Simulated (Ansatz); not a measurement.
The starting structures come from a database of crystals and need not be the phases stable at ambient conditions.

 Where the default PAW files enter, the runs use the earlier of Ansatz's two default sets.

Here is the system:

```yaml
crystal:
  lattice:
    - [5.37903, 0.00000, 0.00000]
    - [2.68951, 5.01153, 0.00000]
    - [2.68952, 1.44337, 4.42913]
  atoms:
    - { symbol: Zn, position: [0.36546, 0.90362, 0.36546] }
    - { symbol: Zn, position: [0.63454, 0.09638, 0.63454] }
    - { symbol: Sn, position: [0.14996, 0.55013, 0.14996] }
    - { symbol: Sn, position: [0.85004, 0.44987, 0.85004] }
    - { symbol: O, position: [0.75985, 0.74441, 0.04999] }
    - { symbol: O, position: [0.24015, 0.25559, 0.95001] }
    - { symbol: O, position: [0.44575, 0.74441, 0.75985] }
    - { symbol: O, position: [0.55425, 0.25559, 0.24015] }
    - { symbol: O, position: [0.04999, 0.74441, 0.44575] }
    - { symbol: O, position: [0.95001, 0.25559, 0.55425] }
```

Space group of this cell: R-3. The cell is taken as given; by PBEsol its mean pressure is -7.0 GPa.

All values below come from PBEsol (plane waves, PAW; Ansatz, an electronic-structure program).

The current runs along the normal of the first two printed vectors; no spin-orbit coupling. Scaled by the factor s: both lengths across the current (ions clamped). The meshes follow the cell: 8×6×8 and 8×6 across at s = 0.98, 8×8×8 and 6×6 across at s = 1.00, 8×6×8 and 6×6 across at s = 1.02.

```
s     mean pressure (GPa)  band gap (eV)
----  -------------------  -------------
0.98                 -0.3              ?
1.00                 -7.0           1.20
1.02                -12.2           0.93
```

Take the slope of the band gap against ln s from the two given rows, extrapolate to s = 0.98, and say what the run there gives.

Slope = (0.93 − 1.20) / ln 1.02 = -13.6 eV. The line gives 1.20 + (-13.6) × ln 0.98 = 1.48 eV. The run gives 1.45 eV, 0.03 eV under the line, 9 % of the predicted step.
